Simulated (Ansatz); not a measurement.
Base system: Zr in the hcp (Mg type) structure (space group P6_3/mmc, No. 194; a = 3.2313 Å, c = 5.1732 Å).

Computed with Ansatz (a program for electronic structure), PBE, PAW, cutoff 420 eV, no spin-orbit coupling.

One change was made to it. Results:

```tsv
quantity	base	after
density	6.48 g/cm³	7.38 g/cm³
shortest interatomic distance	3.189 Å	3.069 Å
c/a ratio	1.601	1.627
```

Q: Name the change that was made.
(A) pressure 15 GPa
(B) pressure 30 GPa
(C) pressure −2 GPa
(D) pressure 2.1 GPa

A: A, pressure 15 GPa. For comparison, the density in the other runs: pressure −2 GPa gives 6.33 g/cm³; pressure 2.1 GPa gives 6.62 g/cm³; pressure 30 GPa gives 8.14 g/cm³.

Load acts through the strain it causes; cell and atoms are relaxed under it. Whether these cells are dynamically stable was not tested. All final runs are without spin polarisation. Measured, Zr leaves this structure (for the ω phase) near 3 GPa (temperature not stated; as listed in C. Cazorla, D. Alfè, M. J. Gillan, Physical Review B (2008)).
